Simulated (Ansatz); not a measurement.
Cost and result by functional for the surface energy of the (10-12) surface of hcp Sc in its 1x1 cell, outermost plane spacing 1.28 Å in the ideal cut, in Ansatz (plane waves, PAW). Single points on the PBE structure, on one kind of machine; costs are rough ratios of the slab run's core time (references not counted) to the cheapest single point. r2SCAN's cost holds its higher cutoff (500 against 420 eV). Differences are taken against r2SCAN for comparison alone: no measured value is at hand, so the table doesn't rank accuracy.

Model: 12-atom slab, 10.9 Å thick at the start, 11x5x1 mesh, Fermi-Dirac 0.1 eV, dipole correction, all atoms relaxed; start symmetry kept, larger cells not searched; no spin, no spin-orbit, no U. These notes are the PBE run's.

```tsv
functional	relative cost	surface energy (J/m²)	less r2SCAN (J/m²)
LDA	1	1.49	0.03
RPBE	1	1.25	-0.21
PBEsol	1	1.45	-0.01
r2SCAN	2	1.46	0.00
PBE (the relaxed run's value)	–	1.35	-0.12
```

The values span 0.24 J/m², while the single points' costs differ by a factor of roughly 2. Differences are of unrounded values.

Ansatz is a quantum-chemistry and plane-wave program.
